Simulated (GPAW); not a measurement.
Band structure of GaSb (F-43m, 2 atoms in the cell).

```xyz
2
Lattice="0.0000 3.1419 3.1419 3.1419 0.0000 3.1419 3.1419 3.1419 0.0000" Properties=species:S:1:pos:R:3 pbc="T T T"
Ga     0.0000     0.0000     0.0000
Sb     4.7129     4.7129     4.7129
```

Computed with PBE, GPAW PAW datasets PBE (gpaw-data 1.0.1) (plane waves; GPAW).

Settings: mode = pw; ecut = 550 eV; xc = PBE; kpts = 9 9 9; mesh shift (steps) = 0 0 0; occupations.name = methfessel-paxton; occupations.width = 0.1 eV; occupations.order = 0; nbands = -10; convergence.density = 1e-05 e/electron; convergence.energy = 1e-05 eV/electron; symmetry.symmorphic = false; symmetry.tolerance = 0.0005; maxiter = 150.

The starting cell comes from a database of computed structures (which also holds hypothetical and non-ambient phases and stackings), without a prior relaxation at this level. Its lattice was rescaled by a random factor within 2.5 % of one. Spin-orbit coupling is off. The run gives no clean gap (levels at the Fermi energy touch, overlap or are partly filled at this smearing), which alone does not show that the compound is a metal.

Levels in eV from the Fermi level, bands 6 to 13:
```tsv
point	6	7	8	9	10	11	12	13
Γ	-10.95	-0.50	-0.03	-0.03	-0.03	2.80	2.80	2.80
X	-8.87	-6.45	-2.32	-2.32	0.97	1.38	8.19	8.19
W	-8.84	-6.34	-3.02	-2.80	3.38	4.22	4.28	4.77
K	-8.92	-6.30	-3.24	-1.98	1.45	3.75	6.27	6.53
L	-9.56	-5.99	-1.06	-1.06	0.25	3.74	3.74	6.51
U	-8.92	-6.30	-3.24	-1.98	1.45	3.75	6.27	6.53
```

Bands cross the Fermi level along this path, so the cell is metallic at this level.
